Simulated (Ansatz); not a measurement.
Base system: YAs in the zinc blende structure (space group F-43m, No. 216; a = 6.471 Å; a hypothetical phase, not in the database extracts checked).

(Cell as relaxed with PBE.)

Levels (all Ansatz, a quantum-chemistry and plane-wave program, PAW): PBE (420 eV, without spin-orbit coupling); PBEsol (420 eV, no spin-orbit coupling).

Each level relaxes its own structure.

| quantity | PBE | PBEsol |
|---|---|---|
| volume per atom | 33.86 Å³ | … |
| lattice parameter a | 6.471 Å | … |
| band gap | 1.59 eV | … |
| gap character | direct at X | … |

Question: Predict the PBEsol column.

Answer: 
- volume per atom, PBEsol: 32.63 Å³
- lattice parameter a, PBEsol: 6.391 Å
- band gap, PBEsol: 1.48 eV
- gap character, PBEsol: direct at X

PBE's volume per atom lies 1.235 Å³ above PBEsol's (3.8 %); PBE's lattice parameter a lies 0.080 Å above PBEsol's (1.2 %); PBE's band gap lies 0.11 eV above PBEsol's; the two agree on the gap character. Neither level is exact; PBEsol is the comparison here, not a measurement.

Whether these cells are dynamically stable was not tested.
